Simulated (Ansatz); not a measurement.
Base system: GaAs in the zinc blende structure (space group F-43m, No. 216; a = 5.6594 Å). Axes: x, y, z lie along the cube axes.

All numbers come from PBEsol, PAW, 420 eV (Ansatz, an electronic-structure program; scalar-relativistic without spin-orbit coupling), earlier PAW set.

For the base:

The valley order is Γ 0.42 eV; L along ⟨111⟩ 0.92 eV; a point along ⟨100⟩, about 1.0 Å⁻¹ from Γ 1.32 eV. The electron mass comes out as 0.025 mₑ (at Γ).

Modification: strain tensor (xx, yy, zz, yz, xz, xy) = (−1.86, −1.61, −0.52, +1.47, −0.29, −1.09) %; the atoms relax in the strained cell.

Task: What happens to the valley order?

Result: The valley order (the lowest conduction-band minima on the path, energy above the VBM, named in the base's zone) becomes Γ 0.54 eV; L along [11-1] 0.65 eV; L along [1-11] 0.80 eV; L along [111] 0.89 eV (base: Γ 0.42 eV; L along ⟨111⟩ 0.92 eV; a point along ⟨100⟩, about 1.0 Å⁻¹ from Γ 1.32 eV).

Task: What happens to the energy relative to the base?

Result: The energy goes up by 14 meV/atom.

Task: What does the calculation give for the electron mass after the change?

Result: The electron mass changes from 0.025 mₑ (at Γ) to 0.042 mₑ along z, 0.039 mₑ across (at Γ).

The levels and masses belong to the bands next to the band gap. Masses are band curvatures over ±0.01 Å⁻¹ around the edge. Stability against distortions was not tested.
